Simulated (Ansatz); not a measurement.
We consider zinc-blende NaI (model structure), described by LDA (plane waves, PAW; Ansatz, an electronic-structure program).

Numerical settings: plane-wave cutoff 500 eV, 8×8×8 k mesh, gaussian smearing 0.02 eV, scalar-relativistic PAW data made under PBE.

Cell (relaxed at this level):

```xyz
2
Lattice="0.0000 3.4451 3.4451 3.4451 0.0000 3.4451 3.4451 3.4451 0.0000" Properties=species:S:1:pos:R:3 pbc="T T T"
Na     0.0000     0.0000     0.0000
I      1.7225     1.7225     1.7225
```

**Question.** Predict the band gap.

**Answer.** 
- band gap: 3.63 eV (on the SCF k mesh)

Note: the relaxation could raise the start's symmetry but not lower it, so the cell can be a saddle point.

Spin–orbit coupling is not included; with these elements it can move the gap by several tenths of an eV or more.

The computed numbers hold no vibrational or temperature effects.

Cost on a shared machine: roughly 30 core-seconds.

A model structure was made by putting elements into a prototype or built by hand; it is no filed structure, need not be a known phase, and can be a saddle point held by its symmetry.
